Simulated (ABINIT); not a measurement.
Input and output of a self-consistent single point for Os3W (P6_3/mmc, 8 atoms in the cell) (ABINIT).

Level of theory: LDA (PW92), PAW (JTH v2.0 LDA PAW) (plane waves; ABINIT).

```xyz
8
Lattice="5.5285 0.0000 0.0000 -2.7643 4.7878 0.0000 0.0000 0.0000 4.3971" Properties=species:S:1:pos:R:3 pbc="T T T"
Os     0.0000     1.5931     1.0993
Os     2.7643     3.1947     3.2978
Os     4.1489     0.7966     3.2978
Os    -1.3846     3.9913     1.0993
Os     1.3846     3.9913     1.0993
Os     1.3797     0.7966     3.2978
W      0.0000     3.1919     3.2978
W      2.7643     1.5959     1.0993
```

Reference input (self-consistent single point, DFT, PBEsol, plane waves, PAW (JTH v2.0 PBE PAW, files made for PBE)): pseudos = [Os.GGA_PBE-JTH.xml, W.GGA_PBE-JTH.xml]; ecut = 40 Ry; pawecutdg = 80 Ry; pawxcdev = 0; ixc = -116133; occopt = 3; tsmear = 0.00367493 Ha; ngkpt = 4 4 5; nshiftk = 1; shiftk = 0 0 0; potentials = JTH v2.0 PBE PAW; nband = 48. This run's input differs from it in these lines:

```diff
@@ -1,4 +1,4 @@
-# Os3W, JTH v2.0 PBE PAW
+# Os3W, JTH v2.0 LDA PAW
 pp_dirpath "./"
-pseudos "Os.GGA_PBE-JTH.xml, W.GGA_PBE-JTH.xml"
+pseudos "Os.LDA_PW-JTH.xml, W.LDA_PW-JTH.xml"
 acell 3*1.0 Angstrom
@@ -24,3 +24,2 @@
 pawxcdev 0
-ixc -116133
 occopt 3
```

Its files differ too (potentials: JTH v2.0 PBE PAW → JTH v2.0 LDA PAW).

The program printed (abridged):

```
--- !BeginCycle
solver: {iscf: 17, nstep: 60, nline: 4, wfoptalg: 10, }
tolerances: {tolvrs: 1.00E-10, }
...

     iter   Etot(hartree)      deltaE(h)  residm     nres2
 ETOT  1  -227.72096009575    -2.277E+02 5.129E+00 4.195E+01
 ETOT  2  -234.41959673396    -6.699E+00 2.702E-02 5.257E+01
 ETOT  3  -234.18606987561     2.335E-01 1.626E-02 8.426E+00
 ETOT  4  -234.15860316939     2.747E-02 3.053E-03 9.882E-01
 ETOT  5  -234.15807926025     5.239E-04 3.266E-03 1.151E-01
   [... 4 lines left out ...]
 ETOT 10  -234.15835779085     4.775E-09 6.845E-04 1.879E-07
 ETOT 11  -234.15835779398    -3.132E-09 8.290E-04 7.402E-08
 ETOT 12  -234.15835779389     9.106E-11 4.743E-04 2.848E-09
 ETOT 13  -234.15835779392    -3.465E-11 5.112E-04 9.711E-11
 At SCF step   13       nres2   =  9.71E-11 < tolvrs=  1.00E-10 =>converged.

 Cartesian components of stress tensor (hartree/bohr^3)
  sigma(1 1)=  3.72663205E-04  sigma(3 2)=  0.00000000E+00
  sigma(2 2)=  3.72663205E-04  sigma(3 1)=  0.00000000E+00
  sigma(3 3)=  4.79458506E-04  sigma(2 1)= -9.84616551E-14

 ----iterations are completed or convergence reached----

 reduced coordinates (array xred) for    8 atoms
       0.166370000000      0.332740000000      0.250000000000
       0.833630000000      0.667260000000      0.750000000000
       0.833630000000      0.166370000000      0.750000000000
       0.166370000000      0.833630000000      0.250000000000
       0.667260000000      0.833630000000      0.250000000000
       0.332740000000      0.166370000000      0.750000000000
   [... lines left out ...]
 Fermi (or HOMO) energy (hartree) =   0.34056   Average Vxc (hartree)=  -0.50030
 Fermi (or HOMO) energy (eV) =   9.26715   Average Vxc (eV)= -13.61397
   [... lines left out ...]
'-kT*entropy'       : -8.06995847346545E-03
total_energy        : -2.34158357715015E+02
total_energy_eV     : -6.37177295581047E+03
...

-Cartesian components of stress tensor (GPa)         [Pressure= -1.2011E+01 GPa]
- sigma(1 1)=  1.09641282E+01  sigma(3 2)=  0.00000000E+00
- sigma(2 2)=  1.09641282E+01  sigma(3 1)=  0.00000000E+00
- sigma(3 3)=  1.41061539E+01  sigma(2 1)= -2.89684142E-09

 Calculation completed.
```

The run converged in 13 iterations. Against the reference run the pressure goes from -5.60 to -12.01 GPa and the largest force goes from 0.032 to 0.045 eV/Å.

The starting cell comes from a database of computed structures (which also holds hypothetical and non-ambient phases and stackings), without a prior relaxation at this level. Spin polarisation is off. With a pressure of about -12 GPa the cell is away from its equilibrium volume at this level.

Cost on one core of a shared machine: roughly 2 min.
